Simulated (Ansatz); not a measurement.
# A self-consistent single point of Li2HfO3 (C2/m, 6 atoms in the cell) with Ansatz

Method of the run: r2SCAN, default PAW files made with PBE (plane waves; Ansatz, an electronic-structure program).

Input:

Ansatz 0.2 input:
```yaml
# Li2HfO3
crystal:
  lattice:
    - [4.746710, -2.066805, 0.000000]
    - [4.746710, 2.066805, 0.000000]
    - [-0.618420, 0.000000, 3.083966]
  atoms:
    - { symbol: Li, position: [0.335780, 0.335780, 0.421380] }
    - { symbol: Li, position: [0.664220, 0.664220, 0.578620] }
    - { symbol: Hf, position: [0.000000, 0.000000, 0.000000] }
    - { symbol: O, position: [0.146650, 0.146650, 0.589160] }
    - { symbol: O, position: [0.853350, 0.853350, 0.410840] }
    - { symbol: O, position: [0.500000, 0.500000, 0.000000] }
basis:
  ecutwfc: 500.0
kpoints:
  mp_grid: { grid: [5, 5, 6] }
hamiltonian:
  xc: r2scan
  pseudopotentials: { kind: paw }
scf:
  occupations: { method: fixed }
output:
  forces: true
  eigenvalues: true
  stress: true
```

Output (repeated stretches shortened):

```
WARN ansatz: RAYON_NUM_THREADS=1 ignored (pool sized by the plan → 1); use --threads N
Pseudopotentials: kind: paw
Pseudopotential: Li, paw, valence charge 3
Pseudopotential: Hf, paw, valence charge 26
Pseudopotential: O, paw, valence charge 6
Crystal: 6 atoms, lattice volume = 60.511 Å³
Basis set: ecut = 500 eV, 1535 PW (Γ), exchange–correlation on 160×160×96 points (64 copies of the dense FFT grid, shifted against one another)
Bands: 31, of which v1, the nominal top of the filled ones, is band 25 counted from 1 (24 counted from 0)
Symmetry: 4 space group operations
Space group: C2/m (ITA 12), of the structure as read, at distance tolerance 3.9e-5 Å
k-points: 48 of 150
PAW frozen core: Hf, regenerated for the run's functional
PAW frozen core: O, regenerated for the run's functional
Initial density: superposition of atomic densities (neutral atoms: chi_scale 0, normalization atom), corrected by the library's trained network
Initial wavefunctions: pseudopotential atomic-orbital guess
Eigensolver: davidson
Functional: x = r2scan, c = r2scan; τ floored in thin density (d = 2e-4 eV/Å³)
SCF iter   1: F=—  HF=-17859.149026 eV  |F-HF|=—  |Δ(HF+E_count)|=         —  Δρ=8.78e-3  dr2=3.73e-2  dr2_τ=2.52e-1  ethr=1.77e-3  ⟨swp⟩=4.1  Hψ=4753  notcnv=0  defer=144
all-band conjugate gradients solve this SCF's bands
preconditioner: auto → Resta (q_TF=auto, 2.643 Å⁻¹)
SCF iter   2: F=—  HF=-17859.266826 eV  |F-HF|=—  |Δ(HF+E_count)|=   1.18e-1  Δρ=4.73e-3  dr2=9.81e-3  dr2_τ=1.44e-3  ethr=7.45e-5  ⟨swp⟩=2.1  Hψ=3198  notcnv=0  defer=171
SCF iter   3: F=—  HF=-17859.266028 eV  |F-HF|=—  |Δ(HF+E_count)|=   7.97e-4  Δρ=3.01e-3  dr2=2.38e-3  dr2_τ=4.42e-4  ethr=1.96e-5  ⟨swp⟩=2.0  Hψ=2272  notcnv=0  defer=192
SCF iter   4: F=—  HF=-17859.266028 eV  |F-HF|=—  |Δ(HF+E_count)|=   9.47e-8  Δρ=6.73e-4  dr2=2.32e-4  dr2_τ=4.87e-5  ethr=4.76e-6  ⟨swp⟩=2.0  Hψ=2272  notcnv=0  defer=192
SCF iter   5: F=—  HF=-17859.266034 eV  |F-HF|=—  |Δ(HF+E_count)|=   6.12e-6  Δρ=1.66e-4  dr2=8.55e-6  dr2_τ=1.60e-6  ethr=4.65e-7  ⟨swp⟩=2.0  Hψ=2278  notcnv=0  defer=118
SCF iter   6: F=—  HF=-17859.266032 eV  |F-HF|=—  |Δ(HF+E_count)|=   2.40e-6  Δρ=6.05e-5  dr2=1.75e-6  dr2_τ=2.66e-7  ethr=1.71e-8  ⟨swp⟩=2.0  Hψ=2555  notcnv=0  defer=81
SCF iter   7: F=—  HF=-17859.266032 eV  |F-HF|=—  |Δ(HF+E_count)|=   1.67e-7  Δρ=1.54e-5  dr2=1.09e-7  dr2_τ=1.70e-8  ethr=3.50e-9  ⟨swp⟩=2.0  Hψ=2319  notcnv=0  defer=81
SCF iter   8: F=-17859.266032 eV  HF=-17859.266032 eV  |F-HF|=2.18e-8  |Δ(HF+E_count)|=   9.56e-9  Δρ=7.97e-6  dr2=3.71e-8  dr2_τ=2.94e-9  ethr=2.00e-10  ⟨swp⟩=10.1  Hψ=6689  notcnv=0
SCF 1 converged in 8 iterations: F = -17859.266032 eV  dr2 = 3.71e-8
SCF converged after 8 iterations
Free energy (F): -17859.266032 eV
Harris-Foulkes:  -17859.266032 eV  (|F-HF|=2.18e-8)
Internal energy: -17859.266032 eV  (E = F + TS)
E sigma→0 (E₀):  -17859.266032 eV
Fermi energy:    8.535784 eV
--- Per-component energies (eV) ---
  E_band       = -317.458542
  E_kinetic    = 1000.514937
  E_local      = -8039.845105  (includes V_loc(G=0)·N_el)
  E_nonlocal   = -1170.548006
  E_hartree    = 3611.949893
  E_xc         = -528.275132
  E_vxc        = -645.818046  (∫ρ·V_xc dr)
  E_paw        = -7476.909601  (= ΣΔE_a)
  E_vpaw       = 1277.227050  (= ΣTr[D̂ρ^β])
  E_aug_tail   = 0.002889  (compensation charges beyond the density's cutoff)
  E_vtau       = 37.105359  (kinetic-family band-sum trace: ∫τ·v_τ [+ j·A + Jᵃ·Aᵃ] dr)
  E_ewald      = -5256.381606
  E_core_change = 0.225699  (= ΣΔE_core)
  E_smearing   = -0.000000  (= −TS)
  E_closure    = -0.000000  (closes the sum)
  Σ components = -17859.266032   (vs F -17859.266032, Δ=0.00e0)
--- Forces (eV/Å), atoms counted from 1 ---
  atom   1  Li     0.01382549     0.00000000     0.00707921
  atom   2  Li    -0.01382549     0.00000000    -0.00707921
  atom   3  Hf     0.00000000     0.00000000     0.00000000
  atom   4  O      0.20575582     0.00000000     0.01862711
  atom   5  O     -0.20575582     0.00000000    -0.01862711
  atom   6  O      0.00000000     0.00000000     0.00000000
  max |Σ_I F_I| component: 3.47e-18 eV/Å
--- Stress (GPa, compression-positive) ---
        1.746942       0.000000       0.047865
        0.000000       2.558405       0.000000
        0.047864       0.000000       2.703260
  P = ⅓ Tr σ = 2.3362 GPa (23.362 kbar)
  The stress holds the Pulay correction. Without it, at fixed plane waves, as pw.x and ABINIT print it: P = 2.2767 GPa
--- Band table (eV; the first three rows and the last of 48) ---
  k-point 0: bands = ["-52.6947", "-35.4522", "-35.4226", "-20.9967", "-20.8269", "-20.5393", "-9.3301", "-8.6627", "-7.7448", "-1.0341", "-1.0087", "-0.9968", "-0.9861", "-0.9564", "-0.9390", "-0.9328", "4.3679", "5.6310", "5.7750", "6.5334", [...]
  k-point 1: bands = ["-52.6877", "-35.4506", "-35.4217", "-20.9460", "-20.8138", "-20.7396", "-9.0957", "-8.5410", "-7.9613", "-1.0299", "-0.9979", "-0.9937", "-0.9801", "-0.9641", "-0.9557", "-0.9471", "4.7975", "5.8464", "5.9906", "6.4993", [...]
  k-point 2: bands = ["-52.6738", "-35.4474", "-35.4199", "-21.1149", "-20.8413", "-20.7874", "-8.7987", "-8.3824", "-8.1319", "-1.0231", "-0.9954", "-0.9864", "-0.9792", "-0.9661", "-0.9654", "-0.9580", "5.3792", "5.5078", "6.2979", "6.4122", [...]
  k-point 47: bands = ["-52.6665", "-35.4397", "-35.4247", "-21.2897", "-20.8313", "-20.7875", "-8.7460", "-8.3804", "-7.7211", "-0.9952", "-0.9947", "-0.9936", "-0.9850", "-0.9667", "-0.9502", "-0.9256", "4.8849", "5.0723", "5.8146", "6.5802", [...]
```

The run converged in 8 iterations.

The starting cell comes from a database of computed structures (which also holds hypothetical and non-ambient phases and stackings), without a prior relaxation at this level. Spin-orbit coupling is off. Ansatz's pressure includes its estimate of the finite-basis (Pulay) stress.
